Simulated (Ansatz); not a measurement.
An Ansatz (a quantum-chemistry and plane-wave program) input (DFT with r2SCAN, PAW potentials and a 500 eV plane-wave cutoff in Ansatz, no spin-orbit coupling):

Ansatz 0.2 input:
```yaml
crystal:
  lattice:
    - [0, 3.066221, 3.066221]
    - [3.066221, 0, 3.066221]
    - [3.066221, 3.066221, 0]
  atoms:
    - { symbol: Sb, position: [0.25, 0.25, 0.25] }
    - { symbol: Ga, position: [0, 0, 0] }
basis: { ecutwfc: 500, ecutrho_ratio: 4, xc_grid: 4, fft_grid_basis: typed }
kpoints: { mp_grid: { grid: [21, 21, 21] } }
hamiltonian:
  xc: r2scan
  dispersion: none
  pseudopotentials: { kind: paw }
total_charge: 0.288277
scf: { occupations: { method: fermi_dirac, width: 0.0259 }, convergence: { dr2_threshold: 0.0000000002 } }
relax: { f_tol: 0.005, max_steps: 30 }
output: { forces: true, stress: true }
checkpoint: { write: state.ck, write_every: 1000 }
```

Question: Which symmetry and how many k-points will the program report, and about how many plane waves at Γ?

Answer: Space group F-43m (ITA 216) with 24 operations, k-points 286 of 9261, and 1459 plane waves at Γ.

Charged cell with a jellium background: band edges are those of the host's band count, energies are not comparable with the neutral cell, and many-body gap narrowing is missing. Whether these cells are dynamically stable was not tested. The cell was made from GaSb in the zinc blende structure (space group F-43m, No. 216) by this change: holes 5.0×10^21 cm⁻³.
